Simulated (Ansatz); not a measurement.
Results of r²SCAN (PAW; Ansatz, a quantum-chemistry and plane-wave program) for rock-salt NaH.

A relaxed, unreconstructed slab of the (110) face has 16 atoms, two equal faces of 16.254 Å² each and an energy of -12040.0178 eV. A bulk cell of 4 atoms with the same orientation and in-plane k mesh has -3010.2727 eV. Energies are extrapolated to zero smearing.

Settings: plane-wave cutoff 500 eV, 6×8×1 k mesh (along the axes of the cell as run), gaussian smearing 0.02 eV, scalar-relativistic PAW data made under PBE.

Worked out: γ = (E_slab − N E_bulk per atom)/2A = [-12040.0178 − 16 × (-3010.2727/4)]/(2 × 16.254) = 0.0330 eV/Å². With 16.022 J/m² per eV/Å² this is 0.53 J/m², or 0.54 eV per surface cell and face.
